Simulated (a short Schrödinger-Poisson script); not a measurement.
# Symmetric double-gate stack, SiO2 on p-type Si(100)

System: symmetric double-gate stack, SiO2 on p-type Si(100), at 77 K.

| layer | material | thickness (nm) | Na (cm⁻³) |
|---|---|---|---|
| 1 | SiO2 | 3.7 | - |
| 2 | Si | 14 | 2e15 |
| 3 | SiO2 | 3.7 | - |

Constants are typed, rounded textbook-type inputs, not results; the design itself was drawn at random and stands for no fabricated device. SiO2: permittivity 3.9, conduction-band edge (eV) 3.15, gap (eV) 9, electron mass (mₑ) 0.5. Si: permittivity 11.7, conduction-band edge (eV) 0, gap (eV) 1.124, Nv at 300 K (cm⁻³) 3.1e19.

Channel valleys (confinement mass, in-plane density-of-states mass, number): Δ2 0.916, 0.19, 2; Δ4 0.19, 0.417, 4. At the gates, both at one voltage, the conduction-band edge of layer 1 lies 3.26 eV − eVg above the Fermi level of the channel. Gaps are held at their typed values at every temperature. Mesh 0.03 nm at interfaces.

Solved with a short Schrödinger-Poisson script written for these runs: 1D Poisson equation in equilibrium, electrons quantum, Hartree (BenDaniel-Duke, 12 states a valley, the channel's in-plane mass for all, wave functions ending at the dielectric), parabolic valleys, classical holes, full ionisation, no traps, pinning or gate leakage.

```csv
Vg (V),electrons (cm⁻²),C (μF/cm²),Δ2 E0 (meV),Δ2 E1 (meV),Δ4 E0 (meV),Δ4 E1 (meV)
0.15,4.42e11,1.27,12.7,16.6,21.0,48.9
0.45,3.20e12,1.57,-4.6,-4.3,11.6,33.1
0.75,6.20e12,1.62,-14.8,-14.7,9.4,28.3
1.05,9.26e12,1.65,-23.8,-23.7,7.7,24.8
1.35,1.24e13,1.66,-32.4,-32.3,6.2,21.7
1.65,1.55e13,1.67,-40.8,-40.8,4.8,18.9
1.95,1.86e13,1.68,-49.0,-49.0,3.5,16.3
2.25,2.18e13,1.69,-57.1,-57.1,2.3,13.9
```

Gate voltages with under 1e6 electrons/cm² are left out.

Subbands count from the Fermi level. The capacitance is that of both gates.
